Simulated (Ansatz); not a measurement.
Worked example: relaxation of the atoms of Ti2O (P3m1, 3 atoms in the cell) in Ansatz (a first-principles code).

Level of theory: LDA (PW92), default PAW files made with PBE (plane waves; Ansatz).

The change in words: one atom moved by 0.15 angstrom; relax: default → atoms; relax.f_tol: default → 0.02 eV/Å. Reference geometry:
```xyz
3
Lattice="2.9452 0.0000 0.0000 -1.4726 2.5506 0.0000 0.0000 0.0000 4.8079" Properties=species:S:1:pos:R:3 pbc="T T T"
Ti     0.0000     1.7004     3.5100
Ti     1.4726     0.8502     1.2979
O      0.0000     0.0000     0.0000
```

Reference input (self-consistent single point, DFT, LDA (PW92), plane waves, default PAW files made with PBE): basis.ecutwfc = 420 eV; kpoints.mp_grid.grid = 13 13 7; hamiltonian.xc = lda; hamiltonian.pseudopotentials = {kind: paw} (the program's default PAW files); scf.occupations.method = fermi_dirac; scf.occupations.width = 0.1 eV. This run's input differs from it in these lines:

```diff
@@ -6,3 +6,3 @@
   atoms:
-    - { symbol: Ti, position: [0.333333, 0.666667, 0.730050] }
+    - { symbol: Ti, position: [0.333333, 0.666667, 0.761249] }
     - { symbol: Ti, position: [0.666667, 0.333333, 0.269950] }
@@ -18,2 +18,4 @@
   occupations: { method: fermi_dirac, width: 0.1 }
+relax:
+  f_tol: 0.02
 output:
```

Log, with long lists cut:

```
   [... SCF lines of the steps left out ...]
relax step   1: F+E_penalty+E_count = -5459.20028082 eV  Δ(F+E_penalty+E_count) = +0.000e0 eV  max|allowed force component| = 9.133e-1 eV/Å  Δτ_max = 0.0000 Å  (6 SCF iters, dr2 threshold 1.00e-5 eV, accepted)
relax step   2: F+E_penalty+E_count = -5459.22843627 eV  Δ(F+E_penalty+E_count) = -2.816e-2 eV  max|allowed force component| = 6.026e-1 eV/Å  Δτ_max = 0.0243 Å  (6 SCF iters, dr2 threshold 5.21e-5 eV, accepted)
relax step   3: F+E_penalty+E_count = -5459.24606941 eV  Δ(F+E_penalty+E_count) = -1.763e-2 eV  max|allowed force component| = 2.570e-2 eV/Å  Δτ_max = 0.0347 Å  (6 SCF iters, dr2 threshold 2.27e-5 eV, accepted)
relax step   4: F+E_penalty+E_count = -5459.24606948 eV  Δ(F+E_penalty+E_count) = -6.905e-8 eV  max|allowed force component| = 2.544e-2 eV/Å  Δτ_max = 0.0000 Å  (6 SCF iters, accepted)
relax step   5: F+E_penalty+E_count = -5459.24609923 eV  Δ(F+E_penalty+E_count) = -2.975e-5 eV  max|allowed force component| = 9.327e-3 eV/Å  Δτ_max = 0.0025 Å  (6 SCF iters, accepted)
the relaxation is at rest under the 6 symmetry operations that the run kept from its start: a minimum is not shown …
Free energy (F): -5459.246099 eV
Internal energy: -5459.203260 eV  (E = F + TS)
E sigma→0 (E₀):  -5459.224680 eV
Entropy (-TS):   -0.042839 eV (-14.280 meV/atom)
Fermi energy:    15.091766 eV
--- Forces (eV/Å), atoms counted from 1 ---
  atom   1  Ti    -0.00000000    -0.00000000     0.00738234
  atom   2  Ti     0.00000000     0.00000000    -0.00933168
  atom   3  O      0.00000000     0.00000000     0.00193410
--- Stress (GPa, compression-positive) ---
       -5.938399      -0.000000      -0.000000
       -0.000000      -5.938399       0.000000
   [... lines left out ...]
  F+E_penalty+E_count = -5459.24609923 eV   max|allowed force component| = 9.327e-3 eV/Å
  atoms:
    - { symbol: Ti, position: [0.3333333333333333, 0.6666666666666666, 0.7496833433561196] }
    - { symbol: Ti, position: [0.6666666666666666, 0.3333333333333333, 0.27113887982226864] }
    - { symbol: O, position: [2.1715891710040782e-18, -2.0403758119791908e-35, 0.010376776821611694] }
```

The run converged.  The full log also holds: “iter 5 did not close the SCF: its close was put off for the readings that it lacked (scf_convergence_deferred on its scf_iter line)”. The full log also holds: “iter 5 did not close the SCF: its close was put off for the readings that it lacked (scf_convergence_deferred on its scf_iter line)”.

Summary of the result:
```
Item                                                     Value
-----------------------------------------------  -------------
Free energy E − TS (on the zero of these files)  -5459.2461 eV
Fermi level (on the code's own zero)                  15.09 eV
Pressure                                             -7.89 GPa
Largest force (vector length)                       0.009 eV/Å
Relaxation steps                                             5
```

The starting cell comes from a database of computed structures (which also holds hypothetical and non-ambient phases and stackings), without a prior relaxation at this level. Its lattice was rescaled by up to half a per cent. For this run, on top of that: one atom moved by 0.15 angstrom. Spin polarisation is off, so a magnetic state, if there is one, cannot be reached. The relaxation keeps the symmetry of its start, so its end need not be a minimum. Ansatz's pressure includes its estimate of the finite-basis (Pulay) stress.

Cost on one core of a shared machine: roughly 40 s.

Keys are those of Ansatz 0.2.
